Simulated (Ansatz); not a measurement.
Where the default PAW files enter, the runs use the earlier of Ansatz's two default sets.

Here is the system:

```yaml
crystal:
  lattice:
    - [2.51783, 0.00000, 0.00000]
    - [0.00000, 2.51783, 0.00000]
    - [1.25892, -1.25892, 1.78038]
  atoms:
    - { symbol: C, position: [0.50000, 0.50000, 0.00000] }
    - { symbol: C, position: [0.25000, 0.25000, 0.50000] }
```

Space group of this cell: Fd-3m, diamond. The cell is taken as given.

Method: r2SCAN (plane waves, PAW; Ansatz, a program for electronic structure).

The current runs along the normal of the first two printed vectors; no spin-orbit coupling. Scaled by the factor s: both lengths across the current (ions clamped). Meshes 16×16×16 and 12×12 across the current in all rows.

```json
[
 {"s": "0.98", "mean pressure (GPa)": "19.4", "band gap (eV)": "?"},
 {"s": "1.00", "mean pressure (GPa)": "-0.2", "band gap (eV)": "4.36"},
 {"s": "1.02", "mean pressure (GPa)": "-16.7", "band gap (eV)": "3.75"}
]
```

**Question.** Take the slope of the band gap against ln s from the two given rows, extrapolate to s = 0.98, and say what the run there gives.

**Answer.** Slope = (3.75 − 4.36) / ln 1.02 = -30.8 eV. The line gives 4.36 + (-30.8) × ln 0.98 = 4.98 eV. The run gives 4.18 eV, 0.80 eV under the line, 129 % of the predicted step.
